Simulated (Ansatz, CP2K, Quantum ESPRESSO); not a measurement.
**LaOF (R-3m, 6 atoms in the cell) computed with different codes at matched settings**

Self-consistent single point, at a second geometry (lattice scaled by 0.98). First geometry:

```yaml
crystal:
  lattice:
    - [2.06074, 1.18977, 6.85773]
    - [-2.06074, 1.18977, 6.85773]
    - [0.00000, -2.37954, 6.85773]
  atoms:
    - { symbol: La, position: [0.74190, 0.74190, 0.74190] }
    - { symbol: La, position: [0.25810, 0.25810, 0.25810] }
    - { symbol: O, position: [0.62271, 0.62271, 0.62271] }
    - { symbol: O, position: [0.37729, 0.37729, 0.37729] }
    - { symbol: F, position: [0.87066, 0.87066, 0.87066] }
    - { symbol: F, position: [0.12934, 0.12934, 0.12934] }
```

Shared settings, as Ansatz (an electronic-structure program) writes them: kpoints.mp_grid.grid = 7 7 7; scf.occupations.method = fixed. Potentials and cutoffs stand in the table.

```tsv
code	model	ΔF from the first geometry (meV/atom)	pressure (GPa)	largest force (eV/Å)	gap on the mesh (eV)	cutoff
Quantum ESPRESSO	LDA (PZ), GBRV 1.5 ultrasoft (LDA) pseudopotentials	-53.5	-5.69	0.067	4.303	40 Ry
CP2K	LDA (Pade form), GPW, DZVP-MOLOPT-SR-GTH basis, GTH-PADE potentials (GTH_POTENTIALS)	-46.5	-4.18	0.042	4.415	grid 550 Ry
Ansatz	LDA (PW92), PAW files made with PBE	-55.5	-6.27	0.078	4.245	30.9 Ry
```

Size of the force on each atom (eV/Å): Sizes of forces hide their directions.

```tsv
code	La1	La2	O3	O4	F5	F6
Quantum ESPRESSO	0.023	0.023	0.067	0.067	0.050	0.050
CP2K	0.010	0.010	0.042	0.042	0.009	0.009
Ansatz	0.053	0.053	0.078	0.078	0.057	0.057
```

Gaps are read on the mesh.

The spread over the programs that give each value: ΔF from the first geometry within 9.0 meV/atom; pressure within 2.09 GPa; largest force within 0.036 eV/Å; gap on the mesh within 0.170 eV.

CP2K uses small atom-centred bases, whose incompleteness enters pressures, forces and empty levels differently from a plane-wave cutoff. Ansatz's pressure is given at a fixed set of plane waves, as the other plane-wave codes print theirs; with its correction for the finite basis it is -5.84 GPa (the shift of 0.43 GPa shows how far the cutoff is from converged). The same LDA comes in different parametrisations, which differ slightly. In the pressure, CP2K (by 1.80) lies more than 1 GPa from the median of the plane-wave programs. In the gap, CP2K (by 0.140) lies more than 0.12 eV from the median of the plane-wave programs.

The starting cell comes from a database of computed structures (which also holds hypothetical and non-ambient phases and stackings), without a prior relaxation at this level. Its lattice was rescaled by a random factor within 2.5 % of one. For this run, on top of that: lattice scaled by 0.98.

Keys are those of Ansatz 0.2.
